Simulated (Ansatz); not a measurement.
## InSe, pressure series

The parent structure is InSe in the beta-GaS type structure (space group P6_3/mmc, No. 194; a = 4.0321 Å, c = 16.7641 Å; layered, stacked along the Cartesian z axis).

Cell and atoms are relaxed at each pressure.

Method: plane-wave PAW DFT at the PBE-D3(BJ) level (Ansatz, a quantum-chemistry and plane-wave program, 420 eV), scalar-relativistic without spin-orbit coupling.

Notes on the quantities. enthalpy: H = E + PV relative to the base's energy.

```
variant          band gap      density       enthalpy
---------------  --------  -----------  -------------
base              0.37 eV   5.45 g/cm³              –
pressure −1 GPa   0.42 eV   5.17 g/cm³  -0.19 eV/atom
pressure 9 GPa    0.73 eV   6.58 g/cm³  +1.49 eV/atom
pressure 18 GPa   0.10 eV   7.31 g/cm³  +2.79 eV/atom
pressure 30 GPa      zero   8.12 g/cm³  +4.35 eV/atom
pressure 45 GPa      zero   9.87 g/cm³  +5.93 eV/atom
pressure 60 GPa      zero  10.45 g/cm³  +7.41 eV/atom
```

The mesh was chosen for an insulator and is coarse for the gapless case. From pressure 45 GPa on, the axis ratios lie over 15 % from the base's, so the cell there is far from its starting form. Load acts through the strain it causes; cell and atoms are relaxed under it. No phonon test of stability was made. Competing high-pressure phases were not computed. All final runs are without spin polarisation. A zero or small gap of InSe under pressure 18 GPa and InSe under pressure 30 GPa can be the functional's error rather than a property of the material.
